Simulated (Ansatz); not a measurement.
Relaxation of the outer planes of the (101) surface of tetragonal MoSi2 in its 1x1 cell (cut with top plane Si, bottom plane Si), outermost plane spacing 1.00 Å in the ideal cut.

Method: PBE (plane waves to 420 eV, PAW; Ansatz, a quantum-chemistry and plane-wave program).

Set-up: 12 atoms, Mo4Si8, 10.9 Å thick at the start; mesh 12x9x1; 0.1 eV smearing; dipole correction on; all atoms relaxed; held to the part of the start's symmetry that mesh and held atoms allow; no spin, no spin-orbit, no U.

```json
[
 {"plane": "1", "atoms": "Si", "bulk spacing to the next (Å)": "0.998", "relaxed spacing (Å)": "___", "change (%)": "___", "rumpling (Å)": "0.00"},
 {"plane": "2", "atoms": "Mo", "bulk spacing to the next (Å)": "0.998", "relaxed spacing (Å)": "0.897", "change (%)": "-10.1", "rumpling (Å)": "0.00"}
]
```

Problem. Complete the blanks.

Solution. 
- 1, relaxed spacing (Å): 0.917
- 1, change (%): -8.1
